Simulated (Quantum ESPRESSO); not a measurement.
Pressure against volume in fcc Sr (space group 225) (Quantum ESPRESSO, PBE)

```
CELL_PARAMETERS angstrom
      0.00000     2.98595     2.98595
      2.98595     0.00000     2.98595
      2.98595     2.98595     0.00000
ATOMIC_POSITIONS crystal
  Sr 0.00000 0.00000 0.00000
```

Method of the run: PBE, PSlibrary PAW (PBE) pseudopotentials (plane waves; Quantum ESPRESSO). Settings: ecutwfc = 58 Ry; ecutrho = 406 Ry; occupations = smearing; smearing = fd; degauss = 0.0036749 Ry; potentials = {Sr: Sr.pbe-spn-kjpaw_psl.1.0.0.UPF}; K_POINTS = automatic 17 17 17 0 0 0; conv_thr = 1e-10 Ry; mixing_beta = 0.5. The cell above is the first row's. The rows scale it uniformly. In all rows the k mesh is held.

| V (Å^3/atom) | P (GPa) |
|---|---|
| 53.245 | ? |
| 54.402 | 0.03 |
| 55.560 | -0.21 |
| 56.717 | -0.43 |
| 57.875 | -0.63 |
| 59.032 | -0.82 |
| 60.190 | -0.99 |
| 61.347 | -1.14 |
| 62.505 | -1.28 |

Q: Using a cubic, estimate the missing P at V = 53.245 from the other rows, showing the fit.

A: With u = V - 58.5, the rows have u = -4.0980, -2.9400, -1.7830, -0.6250, 0.5320, 1.6900, 2.8470, 4.0050. Least squares gives P = -0.735 - 0.1602·u + 0.00626·u² - 0.000048·u³. Residuals (row less fit): 0.000, -0.001, -0.001, 0.002, -0.002, -0.002, 0.001, -0.001; standard error 0.002 (degrees of freedom: 4). The fitted pressure is zero at V0 = 54.54, where dP/dV = -0.2120, so B0 = -V0·dP/dV = 11.6 GPa. At the withheld row, u = -5.2550, so P = -0.735 - 0.1602 × (-5.2550) + 0.00626 × (-5.2550)² - 0.000048 × (-5.2550)³ = 0.287 GPa. The calculation gives 0.29 GPa, which the fit meets to the printed digits. The row lies outside the fitted rows, so this is an extrapolation. From the scatter of the fitted rows alone, a prediction at this place has a standard error of 0.005 GPa, so the miss is 0.5 times that.

Carrying the step between the two nearest rows on in a straight line would have given 0.27, off by 0.02; series whose last step already gives the withheld value aren't shown. The scan was laid around a cell of about the measured size, scaled by a guess for this functional. Cutoffs and mesh are single choices, not tested for convergence of this quantity. Series with a scatter that would blur these digits, or in which a gap closes, are not shown.
